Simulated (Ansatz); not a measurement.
The reference is InSb in the zinc blende structure (space group F-43m, No. 216; a = 6.5561 Å). Axes: x, y, z lie along the cube axes.

Level of theory: r2SCAN (Ansatz, an electronic-structure program), without spin-orbit coupling.

Base values:

The valley order comes out as Γ 0.02 eV; L along ⟨111⟩ 0.77 eV; a point along ⟨100⟩, about 0.8 Å⁻¹ from Γ 1.48 eV and the shortest interatomic distance comes out as 2.839 Å.

The change: biaxial strain −1.25 %, plane normal [111], relaxed out of plane (Cartesian); in-plane vectors clamped, the third vector and the atoms free.

Q: Estimate the effect on the valley order.

A: The valley order (the lowest conduction-band minima on the path, energy above the VBM, named in the base's zone) goes from Γ 0.02 eV; L along ⟨111⟩ 0.77 eV; a point along ⟨100⟩, about 0.8 Å⁻¹ from Γ 1.48 eV to Γ 0.08 eV; L along [1-11] 0.70 eV; L along [111] 0.93 eV; a point along [100], about 0.8 Å⁻¹ from Γ 1.39 eV.

Q: What happens to the shortest interatomic distance?

A: The shortest interatomic distance shrinks by 0.021 Å (2.839 Å → 2.818 Å).

Q: How does this affect the valence-band top at Γ?

A: The valence-band top at Γ (three highest levels, from the VBM) comes out as 0.00, 0.00, -0.16 eV.

Q: What happens to the energy relative to the base?

A: The energy increases by 3.3 meV/atom.

Spin-orbit coupling, missing from the scalar runs, can matter with Sb. The levels and masses belong to the bands next to the band gap. Stability against distortions was not tested. All final runs are without spin polarisation.
